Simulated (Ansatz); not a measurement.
Structures of equal composition on the (110) surface of bcc W: one row in 4 of the top plane missing; p(2x2), one W site of the top plane empty. The slabs share one bottom face, and each structure is named by its start. These are constructed structures in small cells; real faces may alloy, dewet or reconstruct in larger ones, and not all known structures of the face are among them. Slabs of about 11 Å, Fermi-Dirac smearing of 0.1 eV. Bottom of the slabs: a bare face, its two planes held. Relaxed from the named starts with such symmetry as they have, on meshes of like density; energies extrapolated to zero smearing; spin only where a row says so; no spin-orbit coupling, no U. Brackets mark spin-polarised runs, whose order is one that fits the cell. The cells differ, so small differences also carry the error of unlike k-meshes.

These are PBE (plane waves to 420 eV, PAW; Ansatz, an electronic-structure program) values and carry that method's errors.

Q: Put the candidates in order of energy per 1x1 cell, lowest first, for PBE.

A: one row in 4 of the top plane missing (0.00 eV), p(2x2), one W site of the top plane empty (0.20 eV)
